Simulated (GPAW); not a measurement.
Checking a run of GPAW on KCrF3 (Pm-3m, 5 atoms in the cell). The aim is a self-consistent single point with DFT PBEsol, plane waves, GPAW PAW datasets PBEsol (made by gpaw-setup).

Cell that was meant: a = 4.1547 Å, b = 4.1547 Å, c = 4.1547 Å, α = 90.00°, β = 90.00°, γ = 90.00°.

Part of the input:

```python
from gpaw import GPAW, PW

atoms = Atoms(['K', 'Cr', 'F', 'F', 'F'],
              cell=[[2.198550, 0.000000, 0.000000],
                    [0.000000, 2.198550, 0.000000],
                    [0.000000, 0.000000, 2.198550]],
              scaled_positions=[[0.500000, 0.500000, 0.500000],
                                [0.000000, 0.000000, 0.000000],
                                [0.500000, 0.000000, 0.000000],
                                [0.000000, 0.500000, 0.000000],
                                [0.000000, 0.000000, 0.500000]],
              pbc=True)

atoms.set_initial_magnetic_moments([0.0, 3.0, 0.0, 0.0, 0.0])
[...]
            nbands=-13,
            convergence={'forces': 0.001},
            symmetry={'symmorphic': False, 'tolerance': 0.0005},
            maxiter=60)

atoms.calc = calc
```

Output (repeated stretches shortened):

```
Input parameters:
  convergence: {forces: 0.001}
  kpts: [5 5 5]
  maxiter: 60
  mode: {ecut: 900.0000000000001,
         name: pw}
   [... lines left out ...]
   4 F      0.000000    0.000000    1.099275    ( 0.0000,  0.0000,  0.0000)

Unit cell:
           periodic     x           y           z      points  spacing
  1. axis:    yes    2.198550    0.000000    0.000000    16     0.1374
  2. axis:    yes    0.000000    2.198550    0.000000    16     0.1374
  3. axis:    yes    0.000000    0.000000    2.198550    16     0.1374

  Lengths:   2.198550   2.198550   2.198550
  Angles:   90.000000  90.000000  90.000000

Effective grid spacing dv^(1/3) = 0.1374
     iter     time        total  log10-change:         magmom
                         energy   eigst   dens  force
iter:   1 --:--:--   113.990284                          +2.9938
iter:   2 --:--:--   132.844407   -0.30  -0.37           +1.3689
iter:   3 --:--:--   115.938359   +0.42  -0.41           +0.2857
iter:   4 --:--:--   101.099722   -1.02  -0.87           +0.4085
iter:   5 --:--:--    98.185094   -0.11  -0.93           +0.3392
   [... 4 lines left out ...]
iter:  10 --:--:--    85.029186   -1.46  -1.62           +0.0428
   [... lines left out ...]
iter:  27 --:--:--    85.250467c  -6.39  -3.57           -0.0000
iter:  28 --:--:--    85.250501c  -7.39  -3.61           -0.0000
iter:  29 --:--:--    85.250619c  -6.04  -3.63           -0.0000
iter:  30 --:--:--    85.250627c  -6.47  -3.76           -0.0000
iter:  31 --:--:--    85.250624c  -8.22c -3.93           +0.0000
iter:  32 --:--:--    85.250620c  -7.85c -3.95           +0.0000
iter:  33 --:--:--    85.250618c  -8.67c -4.02c          -0.0000
iter:  34 --:--:--    85.250537c  -6.68  -4.04c          -0.0000
iter:  35 --:--:--    85.250532c  -7.90c -4.33c -22.79c   -0.0000
Converged after 35 iterations.

Dipole moment: (-0.000000, -0.000000, 0.000000) |e|*Ang

Total magnetic moment: (0.000000, 0.000000, -0.000000)
Local magnetic moments:
   0 K  ( 0.000000,  0.000000, -0.000000)
   1 Cr ( 0.000000,  0.000000, -0.000000)
   2 F  ( 0.000000,  0.000000, -0.000000)
   3 F  ( 0.000000,  0.000000, -0.000000)
   4 F  ( 0.000000,  0.000000, -0.000000)

Energy contributions relative to reference atoms: (reference = -53031.589105)

Kinetic:       +1022.141194
Potential:     -909.552618
External:        +0.000000
XC:            -224.083878
Entropy (-ST):   -0.022289
Local:         +196.756978
SIC:             +0.000000
--------------------------
Free energy:    +85.239388
Extrapolated:   +85.250532

Spin contamination: 0.000000 electrons
   [... lines left out ...]
Fermi level: 54.62866
No gap
   [... lines left out ...]
  1 Cr   -0.00000    0.00000   -0.00000
  2 F    -0.00000    0.00000    0.00000
  3 F     0.00000    0.00000    0.00000
  4 F     0.00000    0.00000    0.00000

Stress tensor:
   -36.936735     0.000000     0.000000
     0.000000   -36.936735     0.000000
     0.000000     0.000000   -36.936735
Stress (GPa, Voigt): [-5917.9173 -5917.9173 -5917.9173     0.         0.         0.    ]
```

Question: Is this run sound? If not, what is wrong?

Answer: The run is not sound. The fault is this: cell numbers converted the wrong way (times 0.529). 1 bohr is 0.529 Å, so a mix-up scales every length by 1.89 or 0.529 and the volume by 6.75 or 0.148. To fix it, give the lengths in the unit that the key or card expects. The run converged in 35 iterations without an error; against the sound input the free energy rises by 23.0 eV/atom and the size of the net moment goes from 0.80 to 0.00 μB/atom.

An input that runs soundly differs in these lines (not the only fix; some lines may just follow from the change or write a value another way):
```diff
-              cell=[[2.198550, 0.000000, 0.000000],
-                    [0.000000, 2.198550, 0.000000],
-                    [0.000000, 0.000000, 2.198550]],
-              scaled_positions=[[0.500000, 0.500000, 0.500000],
-                                [0.000000, 0.000000, 0.000000],
-                                [0.500000, 0.000000, 0.000000],
-                                [0.000000, 0.500000, 0.000000],
-                                [0.000000, 0.000000, 0.500000]],
+              cell=[[4.154658, 0.000000, 0.000000],
+                    [0.000000, 4.154658, 0.000000],
+                    [0.000000, 0.000000, 4.154658]],
+              positions=[[2.077329, 2.077329, 2.077329],
+                         [0.000000, 0.000000, 0.000000],
+                         [2.077329, 0.000000, 0.000000],
+                         [0.000000, 2.077329, 0.000000],
+                         [0.000000, 0.000000, 2.077329]],
-            maxiter=60)
+            maxiter=150)
```

With that input, the run converged in 18 iterations: free energy E − TS (from the program's reference atoms) -29.5855 eV; Fermi level (on the code's own zero) 5.74 eV; size of the cell's spin moment 4.00 μB; site moments (μB, in the program's spheres or projections) K 0.00, Cr 3.52, F 0.02, F 0.02, F 0.02 (DFT PBEsol, plane waves, GPAW PAW datasets PBEsol (made by gpaw-setup)).

On the sound input: the starting cell comes from a database of computed structures (which also holds hypothetical and non-ambient phases and stackings), without a prior relaxation at this level. Its lattice was rescaled by a random factor within 2.5 % of one. With one magnetic atom in the cell only a parallel order is possible.
